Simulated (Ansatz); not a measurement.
Consider Lu in the hcp (Mg type) structure (space group P6_3/mmc, No. 194; a = 3.504 Å, c = 5.452 Å).

Method: Kohn–Sham DFT with the r2SCAN functional, run in Ansatz (a program for electronic structure) with PAW and 500 eV plane waves, no spin-orbit coupling, earlier PAW set.

One change was made to it. Results:

```csv
quantity,base,after
c/a ratio,1.556,1.544
lattice parameter a,3.504 Å,3.365 Å
```

Task: Name the change that was made.
(A) pressure 7.5 GPa
(B) pressure −1 GPa
(C) pressure 0.3 GPa
(D) pressure −2 GPa

Result: A, pressure 7.5 GPa. For comparison, the lattice parameter a in the other runs: pressure −2 GPa gives 3.555 Å; pressure −1 GPa gives 3.529 Å; pressure 0.3 GPa gives 3.498 Å.

Load acts through the strain it causes; cell and atoms are relaxed under it. Stability against distortions was not tested. Competing high-pressure phases were not computed.
